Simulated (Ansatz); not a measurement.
Functionals compared on the (10-13) surface of hcp Os in its 1x1 cell, outermost plane spacing 0.21 Å in the ideal cut, in Ansatz (plane waves, PAW). The structure was relaxed with PBE; the other rows are single points on it, each with its references at the same level. Cutoff 420 eV (500 eV for r2SCAN).

Set-up: 18 atoms, 10.1 Å thick at the start (thin: gaps and levels are the slab's own); mesh 14x5x1; 0.1 eV smearing; dipole correction on; all atoms relaxed; held to the part of the start's symmetry that mesh and held atoms allow; no spin, no spin-orbit, no U. These notes are the PBE run's.

| functional | surface energy (J/m²) | work function of the top face (eV) | rough cost of the single point |
|---|---|---|---|
| PBE | 3.65 | 4.70 | – |
| LDA | 4.25 | 5.03 | roughly 5 core-minutes |
| PBEsol | 4.11 | 4.81 | about 6 core-minutes (a rough figure) |
| RPBE | 3.41 | 4.55 | around 7 core-minutes (rough) |
| r2SCAN | 3.91 | 4.71 | roughly 12 core-minutes |

Ansatz is an electronic-structure program.
